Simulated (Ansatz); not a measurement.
Pressure series in Pd

Consider Pd in the fcc (Cu type) structure (space group Fm-3m, No. 225; a = 3.8757 Å).

Cell and atoms are relaxed at each pressure.

All numbers come from Kohn–Sham DFT with the PBEsol functional, run in Ansatz (a first-principles code) with PAW and 420 eV plane waves, no spin-orbit coupling.

Notes on the quantities. enthalpy: H = E + PV relative to the base's energy.

| variant | enthalpy | density |
|---|---|---|
| base | – | 12.14 g/cm³ |
| pressure −2 GPa | -0.18 eV/atom | 12.02 g/cm³ |
| pressure −1 GPa | -0.09 eV/atom | 12.08 g/cm³ |
| pressure 0.9 GPa | +0.08 eV/atom | 12.19 g/cm³ |
| pressure 2.1 GPa | +0.19 eV/atom | 12.26 g/cm³ |
| pressure 4.5 GPa | +0.40 eV/atom | 12.40 g/cm³ |
| pressure 9 GPa | +0.80 eV/atom | 12.63 g/cm³ |
| pressure 15 GPa | +1.32 eV/atom | 12.92 g/cm³ |
| pressure 22.5 GPa | +1.95 eV/atom | 13.25 g/cm³ |
| pressure 30 GPa | +2.57 eV/atom | 13.55 g/cm³ |

Load acts through the strain it causes; cell and atoms are relaxed under it. No phonon test of stability was made. Competing high-pressure phases were not computed. The final runs are not spin-polarised.
